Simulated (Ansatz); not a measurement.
Structures of equal composition on the (111) surface of fcc Ag: a layer of Pt in place of the second plane; a layer of Pt in place of the third plane. The slabs share one bottom face, and each structure is named by its start. These are constructed structures in small cells; real faces may alloy, dewet or reconstruct in larger ones, and not all known structures of the face are among them. Slabs of about 12 Å, Fermi-Dirac smearing of 0.1 eV. Bottom of the slabs: a bare face, its two planes held. Relaxed from the named starts with such symmetry as they have, on meshes of like density; energies extrapolated to zero smearing; spin only where a row says so; no spin-orbit coupling, no U. Brackets mark spin-polarised runs, whose order is one that fits the cell.

These are PBE (plane waves to 420 eV, PAW; Ansatz, a first-principles code) values and carry that method's errors.

Problem. Rank these by energy per 1x1 cell (lowest first), as PBE gives it.

Solution. a layer of Pt in place of the third plane (0.000 eV), a layer of Pt in place of the second plane (0.083 eV)
